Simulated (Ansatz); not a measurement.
## A constructed model of the (111) surface of fcc Pd, (√3x√3)R30° surface alloy, Au on one Pd site of the top plane (bottom of the slab: a bare face, its two planes held)

These are PBE (plane waves to 420 eV, PAW; Ansatz, a program for electronic structure) values and carry that method's errors.

Slab: 18 atoms, 11.4 Å thick at the start; k 9x9x1, smearing 0.1 eV, dipole-corrected; 6 atoms held, the rest relaxed; held to the start's symmetry, so lower structures may exist; no spin, no spin-orbit, no U. It is one candidate, not shown to be the stable structure of the face.

```json
{
  "work_function_of_the_top_face": "5.30 eV",
  "energy_released_by_relaxation": "0.039 eV",
  "cost": "around 2.6 core-minutes (rough)"
}
```
